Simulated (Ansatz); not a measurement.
Here is the system:

```
CELL_PARAMETERS angstrom
      4.17939     0.00000     0.00000
      2.08970     3.61946     0.00000
      0.00000     0.00000     6.85295
ATOMIC_POSITIONS crystal
  Cd 0.33333 0.33333 0.99994
  Cd 0.66667 0.66667 0.49994
  S  0.33333 0.33333 0.37486
  S  0.66667 0.66667 0.87486
```

No spin polarisation.

A single point on CdS with a change (biaxial strain −0.40 %, plane normal [001], relaxed out of plane), its geometry relaxed with PBE.

Computed with Kohn–Sham DFT with the r2SCAN functional, run in Ansatz (a first-principles code) with PAW and 500 eV plane waves, no spin-orbit coupling. Settings: 9×9×5 k-points, 0.05 eV Fermi–Dirac smearing.

Problem. Predict the gap character, electron mass and band gap.

Solution. The gap character comes out as direct at Γ and the electron mass comes out as 0.14 mₑ out of plane, 0.16 mₑ in plane (at Γ). The band gap is 1.57 eV.

Single points use the geometry relaxed with PBE. Masses are band curvatures over ±0.01 Å⁻¹ around the edge. No phonon test of stability was made. The cell was made from CdS in the wurtzite structure (space group P6_3mc, No. 186) by this change: biaxial strain −0.40 %, plane normal [001], relaxed out of plane.
